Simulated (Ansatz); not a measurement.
Input:

End structure of a constructed model of the (0001) surface of hcp Mg, a layer of Pt in place of the second plane (bottom of the slab: a bare face, its two planes held):

```yaml
crystal:
  lattice:
    - [3.19902, 0.00000, 0.00000]
    - [-1.59951, 2.77043, 0.00000]
    - [0.00000, 0.00000, 29.00000]
  atoms:
    - { symbol: Mg, position: [0.66667, 0.33333, 0.27780] }
    - { symbol: Mg, position: [0.33333, 0.66667, 0.36709] }
    - { symbol: Mg, position: [0.66667, 0.33333, 0.45717] }
    - { symbol: Mg, position: [0.33333, 0.66667, 0.54704] }
    - { symbol: Pt, position: [0.66667, 0.33333, 0.61468] }
    - { symbol: Mg, position: [0.33333, 0.66667, 0.68197] }
```

Set-up: 6 atoms, 12.9 Å thick at the start; mesh 13x13x1; 0.1 eV smearing; dipole correction on; 2 atoms held, the rest relaxed; symmetry of the start imposed; no spin, no spin-orbit, no U. It is one candidate, not shown to be the stable structure of the face.

Question: Predict the work function of the top face from Ansatz (a quantum-chemistry and plane-wave program) with PBE.

Answer: 3.71 eV
